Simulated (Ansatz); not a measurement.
Levels about the gap of amorphous Zr₂₀O₄₁Zn (62 atoms in a cell of 797 Å³, 5.30 g/cm³; zone centre alone, so wide bands show as single levels with stretches between that a denser mesh fills), at the geometry that PBE relaxed, where it gives 0.3 GPa on a denser mesh. The participation number counts the atoms over which a state spreads; weights are charges in smoothed Voronoi cells. The levels come from a single point, so bond lengths are those of that geometry. Method of the levels: PBE, scalar-relativistic without spin-orbit coupling (Ansatz, a quantum-chemistry and plane-wave program). Sampling: the zone centre alone; Fermi-Dirac width 0.02 eV; no spin polarisation. At PBE the levels at the filled edge of the gap are localised (band-tail or defect states).

It comes from a melt-quench run on a machine-learned potential (CHGNet), relaxed afterwards by DFT. O atoms were pushed apart under 1.9 Å during the dynamics, to hinder bonds among them. The hot cell started wider than the set density and was brought back towards it in steps. It is the lowest in DFT energy of 2 quenches. It is a model cell: composition and starting density were chosen by hand, and all elements were melted together. No dispersion term was used. Its density started from a set value of 5.30 and ended at 5.30 g/cm³. The quench (nominally 300 K/ps over its main leg) was far faster than any real one, so the model tends to hold more defects than a real film. Values belong to this one cell and scatter from quench to quench. The volume was held where the preparation left it and the shape relaxed, at a PBE pressure of 0.3 GPa.

```csv
"E - E(highest filled), eV",filling,participation number,largest on,weight O,weight Zr,weight Zn
-0.38,filled,24.2,"O, 4 neighbours",0.93,0.06,0.01
-0.35,filled,24.4,"O, 3 neighbours",0.92,0.06,0.02
-0.30,filled,17.5,"O, 3 neighbours",0.94,0.05,0.00
-0.25,filled,18.6,"O, 3 neighbours",0.94,0.06,0.01
-0.21,filled,19.3,"O, 4 neighbours",0.93,0.04,0.02
-0.08,filled,12.9,"O, 4 neighbours",0.94,0.05,0.01
0.00,filled,7.1,"O, 3 neighbours",0.91,0.05,0.04
3.54,empty,12.2,"Zr, 7 neighbours",0.38,0.62,0.00
3.75,empty,17.0,"Zr, 7 neighbours",0.32,0.68,0.00
3.83,empty,23.5,"Zr, 5 neighbours",0.34,0.64,0.01
3.85,empty,26.2,"Zr, 6 neighbours",0.35,0.63,0.01
3.90,empty,25.4,"Zr, 6 neighbours",0.37,0.63,0.00
3.98,empty,26.8,"Zr, 6 neighbours",0.36,0.63,0.01
4.03,empty,33.0,"Zr, 7 neighbours",0.37,0.62,0.01
```

Most localised among these is the filled level at +0.00 eV, on a O atom, which has 3 neighbours (Zr 2.00 Å, Zn 2.01 Å, Zr 2.07 Å).
